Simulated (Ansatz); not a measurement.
We consider AlB2-type MgB2, described by BLYP (Ansatz, a program for electronic structure, plane waves, PAW).

Settings: plane-wave cutoff 520 eV, 24×24×16 k mesh (along the axes of the cell as run), Fermi–Dirac smearing 0.05 eV, scalar-relativistic PAW data made under PBE.

Shape and atoms are relaxed at each volume.

Pressure at four volumes; x = ln(V/9.763 Å³). One pressure is withheld.

| V (Å³/atom) | x | P (GPa) |
|---|---|---|
| 9.372 | -0.0409 | ? |
| 9.568 | -0.0202 | 2.89 |
| 9.763 | 0.0000 | 0.00 |
| 10.153 | 0.0392 | -5.02 |

Pass a parabola P(x) through the three rows shown, estimate the bulk modulus and its pressure derivative near zero pressure, and predict the withheld pressure.

Slopes between the rows: (0.00 − (2.89))/(0.0000 − (-0.0202)) = -143.07 and (-5.02 − (0.00))/(0.0392 − (0.0000)) = -128.06 GPa. Their difference over the span 0.0594 is c = 15.01/0.0594 = 252.7 GPa, so P(x) = 2.89 + (-143.07)(x − (-0.0202)) + 252.7 (x − (-0.0202))(x − (0.0000)). At the middle row B = −dP/dx = −[-143.07 + 252.7 × 0.0202] = 138.0 GPa, and B′ = dB/dP = 2c/B = 3.7. At x = -0.0409 the parabola gives 6.07 GPa; the run gives 6.06 GPa. The Birch–Murnaghan fit to the energies at all volumes has B0 = 138 GPa and B′ = 3.7.

Measured, for comparison: bulk modulus 151 ± 5 GPa (room temperature, not corrected to a static lattice, B' fixed at 4, our sources range from 147 to 151; as tabulated in Vogt et al. (2001), arXiv:cond-mat/0102480). Computed (rounded) less measured: bulk modulus -9 % (-6 % to -9 % over the range).

Note: the bulk modulus comes from volumes at which shape and atoms were relaxed.
